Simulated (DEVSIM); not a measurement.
System: TaN/SiO2/n-Si capacitor, at 300 K.

| layer (left to right) | material | thickness (nm) | Nd (cm⁻³) |
|---|---|---|---|
| 1 | SiO2 | 50.0 | - |
| 2 | Si | 11000 | 2.8e15 |

Metal gate on the left, work function 4.4 eV. Fixed charge at the semiconductor interface 2.6e11 cm⁻² (in units of +e); interface traps 1e10 cm⁻² eV⁻¹, uniform in energy, neutral level at 0.3 of the gap above the valence band.

This is a model device: material constants are rounded textbook-type values typed into the input, and sizes, dopings and lifetimes were drawn at random. Values at 300 K.

```
parameter      SiO2       Si
-------------  ----  -------
gap (eV)          9    1.124
affinity (eV)   0.9     4.05
permittivity    3.9     11.7
Nc (cm⁻³)         -  2.86e19
Nv (cm⁻³)         -   3.1e19
```

Model (solved in DEVSIM): 1D Poisson equation in equilibrium, Boltzmann statistics, complete ionisation; no quantum confinement or tunnelling. Metal contacts follow the ideal Schottky-Mott rule: no Fermi-level pinning, no interface dipoles.

Tabulate band edges, carrier densities and field at 2.0 V on the gate.

Energies count from the Fermi level of the right contact; mesh points crowd at the junctions.

```csv
x (μm),Ec (eV),Ev (eV),n (cm⁻³),p (cm⁻³),field (V/cm)
0.000,1.500,-7.500,< 1e2,< 1e2,340000
0.001993,1.568,-7.432,< 1e2,< 1e2,340000
0.007244,1.748,-7.252,< 1e2,< 1e2,340000
0.02108,2.221,-6.779,< 1e2,< 1e2,340000
0.04247,2.952,-6.048,< 1e2,< 1e2,340000
0.04790,3.138,-5.862,< 1e2,< 1e2,340000
0.04996,3.208,-5.792,< 1e2,< 1e2,340000
0.05319,0.093,-1.031,7.8e17,150,78000
0.06087,0.133,-0.991,1.7e17,680,35000
0.08209,0.177,-0.947,3.1e16,3800,13000
0.1408,0.216,-0.908,6.7e15,17000,3400
0.4055,0.238,-0.886,2.9e15,41000,83
1.035,0.239,-0.885,2.8e15,42000,≈ 0
2.774,0.239,-0.885,2.8e15,42000,≈ 0
8.162,0.239,-0.885,2.8e15,42000,≈ 0
10.01,0.239,-0.885,2.8e15,42000,≈ 0
10.69,0.239,-0.885,2.8e15,42000,≈ 0
10.92,0.239,-0.885,2.8e15,42000,≈ 0
11.02,0.239,-0.885,2.8e15,42000,≈ 0
11.04,0.239,-0.885,2.8e15,42000,≈ 0
11.05,0.239,-0.885,2.8e15,42000,≈ 0
11.05,0.239,-0.885,2.8e15,42000,≈ 0
```
